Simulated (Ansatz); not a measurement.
An Ansatz (a quantum-chemistry and plane-wave program) input (plane-wave PAW DFT at the r2SCAN level (Ansatz, 500 eV), no spin-orbit coupling):

Ansatz 0.2 input:
```yaml
crystal:
  lattice:
    - [0, 3.4336144264, 3.4336144264]
    - [3.4336144264, 0, 3.4336144264]
    - [3.4336144264, 3.4336144264, 0]
  atoms:
    - { symbol: Sb, position: [0.75, 0.75, 0.75] }
    - { symbol: Sb, position: [0.5, 0.5, 0.5] }
basis: { ecutwfc: 500, ecutrho_ratio: 4, xc_grid: 4, fft_grid_basis: typed }
kpoints: { mp_grid: { grid: [12, 12, 12] } }
hamiltonian:
  xc: r2scan
  dispersion: none
  pseudopotentials: { kind: paw }
scf: { occupations: { method: fermi_dirac, width: 0.05 }, convergence: { dr2_threshold: 0.0000000002 } }
output: { forces: true, stress: true }
checkpoint: { write: state.ck, write_every: 1000 }
```

Which symmetry and how many k-points will the program report, and about how many plane waves at Γ?

Space group Fd-3m (ITA 227) with 48 operations, k-points 72 of 1728, and 2085 plane waves at Γ.

And the final pressure?

1.08 GPa (compression positive).

Single points use the geometry relaxed with PBEsol. No phonon test of stability was made. The cell is Sb in the diamond structure (space group Fd-3m, No. 227; a hypothetical phase, not in the database extracts checked).
